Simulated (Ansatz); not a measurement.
Results of revPBE in Ansatz (PAW) for rutile MgH₂.

Settings: plane-wave cutoff 520 eV, 8×8×12 k mesh (along the axes of the cell as run), Fermi–Dirac smearing 0.01 eV, scalar-relativistic PAW data made under PBE.

A third-order Birch–Murnaghan fit to the energies gives V0 = 10.524 Å³/atom, B0 = 45.6 GPa, B′ = 3.7.

```tsv
V (Å³/atom)	P (GPa)
10.102	2.014
10.312	…
10.522	0.004
10.733	…
10.943	…
```

### Question
Estimate the withheld pressures from this fit; the answers are the runs' own values.

### Answer

- 10.312, P (GPa): 0.964
- 10.733, P (GPa): -0.864
- 10.943, P (GPa): -1.657

The formula P = (3/2) B0 (x^(7/3) − x^(5/3)) [1 + (3/4)(B′ − 4)(x^(2/3) − 1)] with x = V0/V meets the computed pressures within 0.01 GPa when these rounded values are put in.

Shape and atoms are relaxed at each volume.

Measured, for comparison: bulk modulus 49 ± 2 GPa (room temperature, not corrected to a static lattice, measured on MgD2; as tabulated in abstract on rutile-type MgD2 by neutron diffraction to 9.3 GPa, listed at scite); equilibrium volume per atom 10.27 Å³/atom (temperature not stated, not corrected to a static lattice; as tabulated in Ellinger et al., J. Am. Chem. Soc. 77, 2647 (1955) (COD 4124639)). Computed (rounded) less measured: bulk modulus -7 %, equilibrium volume per atom +2.4 %.

Note: the bulk modulus comes from volumes at which shape and atoms were relaxed.

Static lattice: no zero-point or thermal effects.

The result took very roughly 3 core-minutes.

Ansatz is a quantum-chemistry and plane-wave program.
